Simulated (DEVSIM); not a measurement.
Device: abrupt GaAs p-n junction, at 450 K.

Layer 1 from the left is GaAs, thickness (μm) 0.230, Na (cm⁻³) 2.6e17, τn (s) 5.2e-8, τp (s) 5.2e-8. Layer 2 from the left is GaAs, thickness (μm) 0.640, Nd (cm⁻³) 6.9e15, τn (s) 5.2e-8, τp (s) 5.2e-8.

Left contact: ohmic. Right contact: ohmic. Voltage is applied to the left contact. Recombination: SRH at mid-gap, Auger. Mobility is μmin + (μ − μmin)/(1 + (N/Nref)^α).

The device is made up for the run: typed textbook-type constants, with dimensions and the other settings drawn at random. Values at 300 K; Nc and Nv go as T^1.5, mobilities as T to minus their exponent, the gap by Varshni's rule with the affinity fixed.

GaAs: gap (eV) 1.424, affinity (eV) 4.07, permittivity 12.9, Nc (cm⁻³) 4.7e17, Nv (cm⁻³) 9e18, μn (cm²/Vs) 8500, μp (cm²/Vs) 400, μn,min 500, μp,min 20, Nref,n 6e16, Nref,p 1.5e17, αn 0.39, αp 0.38, T exponent of μn 2.1, T exponent of μp 2.2, Cn (cm⁶/s) 1e-30, Cp (cm⁶/s) 1e-30, Varshni α (eV/K) 0.000541, Varshni β (K) 204.

Model (solved in DEVSIM): 1D drift-diffusion, Boltzmann statistics, complete ionisation; no tunnelling, impact ionisation, image-force lowering or self-heating.

What does the simulation give for the largest field in the device at zero bias, the potential step across the device at zero bias, the dark forward voltage at 1 A/cm², the dark forward voltage at 100 A/cm²?

largest field in the device at zero bias 48000 V/cm; potential step across the device at zero bias 1.005 V; dark forward voltage at 1 A/cm² 0.655 V; dark forward voltage at 100 A/cm² 0.845 V.
